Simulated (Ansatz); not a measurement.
1T (CdI2-type) MgI2: bulk modulus by level of theory

No measured value is used here.

| level (code) | value (GPa) | cell (Å³/atom) |
|---|---|---|
| LDA (Ansatz) | 17.5 | 32.08 |
| PBE (Ansatz) | 1.8 | 40.27 |
| PBE+SOC (Ansatz) | 1.8 | 40.33 |
| PBEsol (Ansatz) | 7.6 | 34.59 |
| PBEsol+SOC (Ansatz) | 7.6 | 34.65 |
| r²SCAN (Ansatz) | 8.5 | 36.30 |

LDA, PBE, PBE+SOC, PBEsol, PBEsol+SOC, r²SCAN: the cell comes from a level without a dispersion term, which matters for the spacing of layers, chains or molecules. Each level is taken at its own relaxed cell. Cutoffs differ between the levels. Ansatz's density-functional and Hartree–Fock values are scalar-relativistic unless marked +SOC, with PAW data made under PBE.

Ansatz is a first-principles code.
